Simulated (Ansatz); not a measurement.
By PBEsol, the system below comes out a metal.

The ballistic (Sharvin) conductance counts the channels at the Fermi level: G/A = (e²/h) × channels of both spins per area.

```xyz
2
Lattice="2.7620 0.0000 0.0000 -1.3810 2.3920 0.0000 0.0000 0.0000 4.2681" Properties=species:S:1:pos:R:3 pbc="T T T"
Ru     0.0000     1.5946     1.0670
Ru     1.3810     0.7973     3.2011
```

Space group of this cell: P6_3/mmc, hcp (Mg type). The cell is strained (lengths across the current scaled by 1.02, ions clamped); by PBEsol its mean pressure is -16.8 GPa.

The current flows along the normal of the first two printed cell vectors, the (001) (indices of the unstrained crystal) plane of the conventional cell. No spin-orbit coupling; the value is a mean over 0.1 eV about the Fermi level.

Task: Predict the ballistic conductance per area from PBEsol in Ansatz (a first-principles code).

Result: 1.6 × 10¹⁵ S/m² for both spins.
